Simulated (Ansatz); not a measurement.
An Ansatz (an electronic-structure program) run: Au with a change (uniaxial strain ε_zz = +0.50 %); LDA (Ansatz, PAW, scalar-relativistic without spin-orbit coupling).

Input:

Ansatz 0.2 input:
```yaml
crystal:
  lattice:
    - [0, 2.0238349206, 2.0339540953]
    - [2.0238349206, 0, 2.0339540953]
    - [2.0238349206, 2.0238349206, 0]
  atoms:
    - { symbol: Au, position: [0, 0, 0] }
basis: { ecutwfc: 420, ecutrho_ratio: 4, xc_grid: 2, fft_grid_basis: typed }
kpoints: { mp_grid: { grid: [28, 28, 28] } }
hamiltonian:
  xc: lda
  dispersion: none
  pseudopotentials: { kind: paw }
scf: { occupations: { method: fermi_dirac, width: 0.1 }, convergence: { dr2_threshold: 0.0000000001 } }
relax: { f_tol: 0.005, max_steps: 50 }
output: { forces: true, stress: true }
checkpoint: { write: state.ck, write_every: 1000 }
```

Output (explanatory and most iteration lines left out):

```
Relaxation: its limit of steps is 50 (relax.max_steps)
Pseudopotential: Au, paw, valence charge 19
Crystal: 1 atoms, lattice volume = 16.662 Å³
Basis set: ecut = 420 eV, 331 PW (Γ), exchange–correlation on 40×40×40 points (8 copies of the dense FFT grid, shifted against one another)
Bands: 14, of which v1, the nominal top of the filled ones, is band 10 counted from 1 (9 counted from 0)
Symmetry: 16 space group operations
Space group: I4/mmm (ITA 139), of the structure as read, at distance tolerance 2.6e-5 Å
k-points: 1639 of 21952
Functional: x = slater, c = lda
SCF iter   1: F=—  HF=-12864.960805 eV  |F-HF|=—  |Δ(HF+E_count)|=         —  Δρ=8.08e-3  dr2=6.80e-3  ethr=1.77e-3  ⟨swp⟩=4.7  Hψ=116157  notcnv=0
SCF iter   2: F=—  HF=-12864.959142 eV  |F-HF|=—  |Δ(HF+E_count)|=   1.66e-3  Δρ=3.91e-3  dr2=1.34e-3  ethr=3.58e-5  ⟨swp⟩=1.0  Hψ=36058  notcnv=0
SCF 1 converged in 6 iterations: F = -12864.958681 eV  dr2 = 1.11e-12
relax step   1: F+E_penalty+E_count = -12864.95868114 eV  Δ(F+E_penalty+E_count) = +0.000e0 eV  max|allowed force component| = 0.000e0 eV/Å  Δτ_max = 0.0000 Å  (6 SCF iters, accepted)
SCF converged after 6 iterations
Free energy (F): -12864.958681 eV
Internal energy: -12864.949940 eV  (E = F + TS)
E sigma→0 (E₀):  -12864.954310 eV
Entropy (-TS):   -0.008742 eV (-8.742 meV/atom)
Fermi energy:    20.906954 eV
--- Forces (eV/Å), atoms counted from 1 ---
  atom   1  Au     0.00000000     0.00000000     0.00000000
--- Stress (GPa, compression-positive) ---
       -0.900784       0.000000       0.000000
        0.000000      -0.900784       0.000000
        0.000000       0.000000      -1.059988
  P = ⅓ Tr σ = -0.9539 GPa (-9.539 kbar)
--- Relaxed structure (1 steps of the walk, 1 accepted, 0 SCFs on fresh bases) ---
  atoms:
    - { symbol: Au, position: [0.0, 0.0, 0.0] }
```

Whether these cells are dynamically stable was not tested. The cell was made from Au in the fcc (Cu type) structure (space group Fm-3m, No. 225) by this change: uniaxial strain ε_zz = +0.50 %.
